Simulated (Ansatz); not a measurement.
Cu on the 1x1 (110) surface of bcc Mo, one in a 2x2 cell, energies for each (28.3 Å²). Energies are against an atom of fcc Cu, without zero-point or thermal terms; each row is named by its start.

Method: PBE (plane waves to 420 eV, PAW; Ansatz, a program for electronic structure).

Model: 17-atom slab, 6.5 Å thick at the start under the adsorbate (thin: gaps and levels are the slab's own), 6x6x1 mesh, Fermi-Dirac 0.1 eV, dipole correction, 8 atoms held, the rest relaxed; each run with such symmetry as its start has; no spin, no spin-orbit, no U, no dispersion correction.

A negative adsorption energy means that the adsorbate is more stable on the surface than in its reference. Starts that drift may end in the same place. Heights count from the host atoms within 0.3 Å of the top one.

```json
[
 {"starting site": "top Mo", "E_ads (eV)": "?", "height (Å)": "2.29", "nearest host atom (Å)": "Mo 2.36", "bonded to": "Mo", "Δ work function (eV)": "-0.73", "lateral drift (Å)": "0.0"},
 {"starting site": "hollow Mo-Mo-Mo", "E_ads (eV)": "0.23", "height (Å)": "1.90", "nearest host atom (Å)": "Mo 2.53", "bonded to": "4 Mo", "Δ work function (eV)": "-0.52", "lateral drift (Å)": "0.6"},
 {"starting site": "bridge Mo-Mo (span 2.7 Å)", "E_ads (eV)": "0.46", "height (Å)": "?", "nearest host atom (Å)": "Mo 2.51", "bonded to": "4 Mo", "Δ work function (eV)": "-0.66", "lateral drift (Å)": "0.0"},
 {"starting site": "bridge Mo-Mo (span 3.2 Å)", "E_ads (eV)": "0.23", "height (Å)": "1.90", "nearest host atom (Å)": "Mo 2.53", "bonded to": "4 Mo", "Δ work function (eV)": "-0.52", "lateral drift (Å)": "0.0"}
]
```

Task: Some entries are withheld; supply them.

Result: 
- top Mo, E_ads (eV): 0.94
- bridge Mo-Mo (span 2.7 Å), height (Å): 2.06
